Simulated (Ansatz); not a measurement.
```yaml
crystal:
  lattice:
    - [-1.89374, 5.68415, 2.72239]
    - [1.89374, -5.68415, 2.72239]
    - [1.89374, 5.68415, -2.72239]
  atoms:
    - { symbol: Ga, position: [0.66994, 0.00983, 0.66011] }
    - { symbol: Ga, position: [0.34972, 0.00983, 0.33989] }
    - { symbol: Se, position: [0.38159, 0.22729, 0.15430] }
    - { symbol: Se, position: [0.07298, 0.22729, 0.84570] }
    - { symbol: Se, position: [0.77578, 0.27578, 0.50000] }
```

The cell is a database entry relaxed within its symmetry; it need not be the phase found at ambient conditions.

**Question.** Give the diagonal Born effective charges atom by atom and the electronic dielectric tensor from linear response, Ansatz (a program for electronic structure), LDA functional, plane-wave PAW.

**Answer.** 
```
atom   Z*xx   Z*yy   Z*zz
----  -----  -----  -----
Ga1    2.72   2.68   2.45
Ga2    2.72   2.68   2.45
Se3   -2.39  -1.41  -1.66
Se4   -2.39  -1.41  -1.66
Se5   -0.66  -2.55  -1.59
```

ε∞ diagonal: 9.0, 8.7, 8.7. The program warned that the k mesh resolves the field response only roughly, so the permittivities are not converged. Away from Γ the polar cell without biaxial strain shows no imaginary mode on a 2×2×2 mesh.
